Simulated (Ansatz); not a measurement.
Co with two functionals, biaxial strain +1.66 %, plane normal [001], relaxed out of plane

The reference is Co in the hcp (Mg type) structure (space group P6_3/mmc, No. 194; a = 2.494 Å, c = 4.037 Å; ferromagnetic; relaxed with 0.1 eV smearing). Axes: x lies along a and z along c of the hexagonal cell.

(Cell as relaxed with PBE.)

Levels (all Ansatz, an electronic-structure program, PAW): PBE (420 eV, no spin-orbit coupling); PBEsol (420 eV, without spin-orbit coupling).

Each level relaxes its own structure.

```json
[
 {"base": "volume per atom", "PBE": "10.87 Å³", "PBEsol": "10.38 Å³"},
 {"base": "lattice parameter a", "PBE": "2.494 Å", "PBEsol": "2.456 Å"},
 {"base": "band gap", "PBE": "zero", "PBEsol": "zero"},
 {"base": "largest site moment", "PBE": "1.69 μB", "PBEsol": "1.63 μB"}
]
```

Modification: tensile biaxial strain of 1.66 % in the plane normal to [001], as in epitaxy on a mismatched substrate; the out-of-plane cell vector and the atoms relax.

```csv
quantity,PBE,PBEsol
largest site moment,1.70 μB,___
"pressure (mean of the normal stresses, compression positive)",-4.6 GPa,___
magnetic state,ferromagnetic,___
```

Predict the PBEsol column.


- largest site moment, PBEsol: 1.65 μB
- pressure (mean of the normal stresses, compression positive), PBEsol: -5.3 GPa
- magnetic state, PBEsol: ferromagnetic

PBE's largest site moment lies 0.056 μB above PBEsol's; PBE's pressure lies 0.7 GPa above PBEsol's; the two agree on the magnetic state. Neither level is exact; PBEsol is the comparison here, not a measurement.

Other magnetic orders, which the real material may have, were not ruled out. Stability against distortions was not tested.
